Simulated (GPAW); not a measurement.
GPAW 25.7.0, DFT, PBE, plane waves, PAW datasets of gpaw-data 1.0.1: Cu3N (from the phase in space group 221, mp-1933), 4 atoms, spin-polarised from a ferromagnetic start (1 μB on Cu), ending non-magnetic. Basis and mesh were picked for this test and aren't claimed converged.

| Item | Result |
|---|---|
| cell | 3.81, 3.81, 3.81 Å; 90, 90, 90° |
| task | scf |
| mode.name | pw |
| mode.ecut | 500 eV |
| xc | PBE |
| k mesh | 6×6×6 |
| kpts.gamma | true |
| occupations.name | fermi-dirac |
| occupations.width | 0.02 eV |
| convergence.density (electrons an electron) | 1e-05 |
| maxiter | 150 |
| parallel.kpt | 2 |
| parallel.band | 1 |
| parallel.domain | 1 |
| parallel.sl_auto | false |
| parallel.augment_grids | true |
| eigensolver.name | dav (default) |
| eigensolver.niter | 2 (default) |
| convergence.eigenstates (eV² an electron) | 4e-08 (default) |
| convergence.energy (eV an electron) | 0.0005 (default) |
| k-points after symmetry (for each spin) | 20 |
| bands | 29 |
| electrons | 38 |
| plane waves | 1434 |
| coarse grid | 20*20*20 |
| symmetry operations | 48 |

Settings of this run: mixer.beta = 0.05, mixer.nmaxold = 5, mixer.weight = 50, mixer.method = difference, mixer.backend = broyden; 2 ranks.

```tsv
iteration	energy (eV)	log10 change of eigenstates	log10 change of density
2	-19.982466	-1.77	-1.19
3	-17.691758	-0.94	-1.28
4	-17.666672	-2.71	-1.63
5	-17.602232	-2.45	-1.68
6	-17.668452	-2.60	-1.86
7	-17.597192	-3.35	-1.79
8	-17.527005	-2.62	-1.90
9	-17.528577	-3.15	-2.33
10	-17.524598	-4.34	-2.52
11	-17.523738	-4.23	-2.78
12	-17.523428	-4.77	-2.73
13	-17.523239	-4.72	-2.95
14	-17.522487	-5.19	-2.94
15	-17.521973	-4.99	-3.08
…	…	…	…
21	-17.521873	-5.94	-3.73
22	-17.521873	-7.41	-3.88
23	-17.521867	-6.49	-3.91
24	-17.521867	-7.60	-4.08
25	-17.521867	-7.82	-4.16
26	-17.521866	-8.18	-4.20
27	-17.521865	-8.72	-4.23
28	-17.521865	-8.21	-4.25
…	…	…	…
32	-17.521865	-8.56	-4.38
33	-17.521864	-7.98	-4.39
34	-17.521865	-7.72	-4.54
35	-17.521865	-8.72	-4.70
36	-17.521865	-8.62	-4.84
37	-17.521865	-9.52	-4.94
38	-17.521865	-8.60	-4.95
39	-17.521865	-9.25	-5.07
```

It converged after 39 SCF iterations.

### Question
The cycle is slow. Which setting should be changed?

### Answer
One answer among several that fit: mixer.beta = 0.2 (14 SCF iterations), all else kept. The other changes of this size gave: mixer.backend = pulay (default) (18); mixer.backend = fft (29). With more settings changed, the fewest of all runs of this system: mixer.beta = 0.4, mixer.nmaxold = 8, mixer.weight = 1, mixer.backend = pulay (default) (11). The first change moves the result by: energy under 0.001 meV/atom, site moments under 0.001 μB. Counts are of single runs.
